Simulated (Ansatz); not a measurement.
Base system: SiC in the wurtzite structure (space group P6_3mc, No. 186; a = 3.0759 Å, c = 5.0477 Å). Axes: x lies along a and z along c of the hexagonal cell.

Calculations: PBEsol/PAW in Ansatz (a program for electronic structure), without spin-orbit coupling.

For the base:

The volume per atom comes out as 10.34 Å³.

The change: biaxial strain +0.67 %, plane normal [001], relaxed out of plane (Cartesian); in-plane vectors clamped, the third vector and the atoms free.

Question: How does this affect the in-plane stress?

Answer: The mean in-plane stress (compression positive) is -3.9 GPa.

Question: Predict the new volume per atom.

Answer: The volume per atom increases by 0.12 Å³, from 10.34 Å³ to 10.46 Å³.

Whether these cells are dynamically stable was not tested.
